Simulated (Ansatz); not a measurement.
InSb: I on a Sb site, symmetric start

The parent structure is a 24-atom supercell of InSb in the zinc blende structure (space group F-43m, No. 216; a = 6.5191 Å) at its relaxed geometry.

The change: one Sb atom is replaced by I, atoms relaxed at fixed cell.

Calculations: DFT with PBEsol, PAW potentials and a 420 eV plane-wave cutoff in Ansatz (a quantum-chemistry and plane-wave program), without spin-orbit coupling. k-mesh 5×3×5 (Γ-centred); smearing 0.05 eV (Fermi–Dirac).

```json
{
  "pressure": "1.4 GPa (base 0.0 GPa)",
  "energy_gained_by_relaxation": "0.60 eV",
  "largest_displacement_of_a_host_atom_from_its_site_in_the_perfect_cell": "0.49 Å"
}
```

Cost of the whole job for the changed cell (relaxation, final SCF and bands): about 30 core-minutes (a rough figure).

The cell is small, so the values are those of an ordered compound at a high defect concentration; dilute-limit values will differ. The defect started on the symmetric site and kept its symmetry, so it may sit on a saddle. The final runs are not spin-polarised. The defect cell is not spin-polarised.
